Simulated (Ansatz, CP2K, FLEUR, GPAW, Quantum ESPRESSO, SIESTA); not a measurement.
ZrMnF₆ (Fm-3m, 8 atoms in the cell) computed with different codes at matched settings

Self-consistent single point.

```yaml
crystal:
  lattice:
    - [0.00000, 4.13559, 4.13559]
    - [4.13559, 0.00000, 4.13559]
    - [4.13559, 4.13559, 0.00000]
  atoms:
    - { symbol: Zr, position: [0.50000, 0.50000, 0.50000] }
    - { symbol: Mn, position: [0.00000, 0.00000, 0.00000], spin: 4.0 }
    - { symbol: F, position: [0.74500, 0.25500, 0.25500] }
    - { symbol: F, position: [0.25500, 0.74500, 0.74500] }
    - { symbol: F, position: [0.25500, 0.74500, 0.25500] }
    - { symbol: F, position: [0.74500, 0.25500, 0.74500] }
    - { symbol: F, position: [0.25500, 0.25500, 0.74500] }
    - { symbol: F, position: [0.74500, 0.74500, 0.25500] }
```
(The spins are starting values, not results.)

All programs got the same cell, k-point mesh and kind of occupations, and the same starting moments (in Ansatz's words: kpoints.mp_grid.grid = 4 4 4; magnetization.spin_polarized = true; scf.occupations.method = fermi_dirac; scf.occupations.width = 0.02 eV); potentials, basis and cutoffs are each program's usual ones.

| code | model | pressure (GPa) | largest force (eV/Å) | gap on the mesh (eV) | size of the net moment (μB/atom) | k-points | cutoff |
|---|---|---|---|---|---|---|---|
| CP2K | PBEsol, GPW, DZVP-MOLOPT-SR-GTH basis, GTH-PBE potentials (GTH_POTENTIALS) | -1.85 | 0.267 | 2.605 | 0.62 | 36 | grid 600 Ry |
| FLEUR | PBEsol, all-electron FLAPW (FLEUR), scalar-relativistic valence | – | 0.452 | 2.478 | 0.62 | 8 | Kmax 4.6 1/bohr |
| SIESTA | GGA PBEsol, numerical atomic orbitals DZP, PseudoDojo PBEsol standard norm-conserving potentials (rewritten from UPF to PSML) | -4.84 | 0.071 | 2.498 | 0.62 | 44 | grid 400 Ry |
| Ansatz | PBEsol, PAW files made with PBE | -2.41 | 0.237 | 2.431 | 0.62 | 8 | 420 eV |
| Quantum ESPRESSO | PBEsol, GBRV 1.5 ultrasoft (PBESOL) pseudopotentials | -2.25 | 0.240 | 2.450 | 0.62 | 8 | 50 Ry |
| GPAW | PBEsol, GPAW PAW datasets PBEsol (made by gpaw-setup) | – | 0.440 | 2.341 | 0.62 | 8 | 950 eV |

A dash marks a value that a program does not give, or that is left out as unsure.

Gaps are read on the mesh.

The spread over the programs that give each value: pressure within 2.99 GPa; largest force within 0.381 eV/Å; gap on the mesh within 0.264 eV; size of the net moment within 0.00 μB/atom.

The starting cell comes from a database of computed structures (which also holds hypothetical and non-ambient phases and stackings), without a prior relaxation at this level. Its lattice was rescaled by a random factor within 2.5 % of one. On Ansatz's run: With one magnetic atom in the cell only a parallel order is possible.

### Question
Why do the programs differ, and what cannot be compared?

### Answer
Differences of this kind can come from the potentials, where these differ, and from what each basis and cutoff leave unconverged. The zero of total energies and Fermi levels follows the potentials and each program's conventions, so they are not compared here. CP2K and SIESTA use small atom-centred bases, whose incompleteness enters pressures, forces and empty levels differently from a plane-wave cutoff. FLEUR treats all electrons, but the usual bases taken here (sphere radii, linearisation, local orbitals, empty states) were not tested for convergence, so the values are no reference for the others. Ansatz's pressure is given at a fixed set of plane waves, as the other plane-wave codes print theirs; with its correction for the finite basis it is -2.08 GPa (the shift of 0.33 GPa shows how far the cutoff is from converged). The pressure of GPAW is left out: its cutoff lies under the one at which its stress was checked. Site moments depend on each program's spheres or projections; the total moment of the cell does not. The programs reduce the same mesh by symmetry to different extents, which changes the work and not the result. In the pressure, SIESTA (by 2.51) lies more than 1 GPa from the median of the plane-wave programs. In the gap, CP2K (by 0.174) lies more than 0.12 eV from the median of the plane-wave programs. In the force vectors, FLEUR (by 0.212), SIESTA (by 0.169) and GPAW (by 0.200) lie more than 0.08 eV/Å from the median of the plane-wave programs.

Left out of this page: ABINIT (with a known weakness of the program).

Ansatz is a first-principles code.

Keys are those of Ansatz 0.2.
